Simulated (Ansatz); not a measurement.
Input and output of a self-consistent single point for TiOs (Pm-3m, 2 atoms in the cell) (Ansatz, a quantum-chemistry and plane-wave program).

Method of the run: PBEsol, default PAW files made with PBE (plane waves; Ansatz).

The change in words: lattice scaled by 0.98. Reference geometry:
```
TiOs
1.0
    3.08463     0.00000     0.00000
    0.00000     3.08463     0.00000
    0.00000     0.00000     3.08463
Ti Os
1 1
Cartesian
  1.54232   1.54232   1.54232
  0.00000   0.00000   0.00000
```

Reference input (self-consistent single point, DFT, PBEsol, plane waves, default PAW files made with PBE): kpoints.mp_grid.grid = 14 14 14; hamiltonian.xc = pbesol; hamiltonian.pseudopotentials = {kind: paw} (the program's default PAW files); scf.occupations.method = gaussian; scf.occupations.width = 0.0073 Ry. This run's input differs from it in these lines:

```diff
@@ -3,5 +3,5 @@
   lattice:
-    - [3.084630, 0.000000, 0.000000]
-    - [0.000000, 3.084630, 0.000000]
-    - [0.000000, 0.000000, 3.084630]
+    - [3.022937, 0.000000, 0.000000]
+    - [0.000000, 3.022937, 0.000000]
+    - [0.000000, 0.000000, 3.022937]
   atoms:
```

Output (repeated stretches shortened):

```
SCF iter   1: F=—  HF=-13726.333438 eV  |F-HF|=—  |Δ(HF+E_count)|=         —  Δρ=7.14e-3  dr2=1.40e-2  ethr=1.77e-3  ⟨swp⟩=4.2  Hψ=8495  notcnv=0
all-band conjugate gradients solve this SCF's bands
preconditioner: auto → none
SCF iter   2: F=—  HF=-13726.331995 eV  |F-HF|=—  |Δ(HF+E_count)|=   1.44e-3  Δρ=4.07e-3  dr2=5.37e-3  ethr=5.01e-5  ⟨swp⟩=1.7  Hψ=3241  notcnv=0  defer=6
SCF iter   3: F=—  HF=-13726.331226 eV  |F-HF|=—  |Δ(HF+E_count)|=   7.69e-4  Δρ=4.26e-4  dr2=4.54e-5  ethr=1.92e-5  ⟨swp⟩=2.0  Hψ=2492  notcnv=0  defer=6
SCF iter   4: F=—  HF=-13726.331215 eV  |F-HF|=—  |Δ(HF+E_count)|=   1.13e-5  Δρ=1.06e-4  dr2=2.13e-6  ethr=1.62e-7  ⟨swp⟩=2.0  Hψ=3718  notcnv=0  defer=6
SCF iter   5: F=—  HF=-13726.331214 eV  |F-HF|=—  |Δ(HF+E_count)|=   1.70e-7  Δρ=2.51e-5  dr2=1.12e-7  ethr=7.61e-9  ⟨swp⟩=2.1  Hψ=3278  notcnv=0  defer=6
SCF iter   6: F=-13726.331214 eV  HF=-13726.331214 eV  |F-HF|=3.35e-10  |Δ(HF+E_count)|=   1.91e-8  Δρ=2.89e-6  dr2=1.58e-9  ethr=3.57e-10  ⟨swp⟩=4.8  Hψ=8183  notcnv=0
SCF 1 converged in 6 iterations: F = -13726.331214 eV  dr2 = 1.58e-9
Free energy (F): -13726.331214 eV
Internal energy: -13726.328936 eV  (E = F + TS)
E sigma→0 (E₀):  -13726.330075 eV
Entropy (-TS):   -0.002279 eV (-1.139 meV/atom)
Fermi energy:    21.572897 eV
--- Forces (eV/Å), atoms counted from 1 ---
  atom   1  Ti     0.00000000    -0.00000000    -0.00000000
  atom   2  Os    -0.00000000     0.00000000    -0.00000000
--- Stress (GPa, compression-positive) ---
       11.178112       0.000000       0.000000
        0.000000      11.178112       0.000000
        0.000000       0.000000      11.178112
  P = ⅓ Tr σ = 11.1781 GPa (111.781 kbar)
  The stress holds the Pulay correction. Without it, at fixed plane waves, as pw.x and ABINIT print it: P = 11.1281 GPa
```

The run converged in 6 iterations. Against the reference run the free energy rises by 12.6 meV/atom and the pressure goes from -5.60 to 11.18 GPa.

The starting cell comes from a database of computed structures (which also holds hypothetical and non-ambient phases and stackings), without a prior relaxation at this level. For this run, on top of that: lattice scaled by 0.98. Spin polarisation is off. With a pressure of about 11 GPa the cell is away from its equilibrium volume at this level. Ansatz's pressure includes its estimate of the finite-basis (Pulay) stress.

Keys are those of Ansatz 0.2.
